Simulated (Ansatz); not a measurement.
Take TiO2 in the rutile structure (space group P4_2/mnm, No. 136; a = 4.6435 Å, c = 2.9637 Å) as the base.

(Cell as relaxed with PBE.)

Levels (all Ansatz, an electronic-structure program, PAW, earlier PAW set): PBE (420 eV, without spin-orbit coupling); r2SCAN (500 eV, no spin-orbit coupling).

Each level relaxes its own structure.

```
base                      PBE    r2SCAN
-------------------  --------  --------
volume per atom      10.65 Å³  10.41 Å³
lattice parameter a   4.644 Å   4.597 Å
band gap              1.86 eV   2.22 eV
```

Now apply this change: a negative pressure, −1 GPa.

| quantity | PBE | r2SCAN |
|---|---|---|
| volume per atom | 10.70 Å³ | 10.45 Å³ |
| c/a ratio | 0.637 | 0.642 |

PBE's volume per atom lies 0.25 Å³ above r2SCAN's (2.4 %); PBE's c/a ratio lies 0.005 below r2SCAN's. Neither level is exact; r2SCAN is the comparison here, not a measurement.

Load acts through the strain it causes; cell and atoms are relaxed under it. Whether these cells are dynamically stable was not tested. All final runs are without spin polarisation.
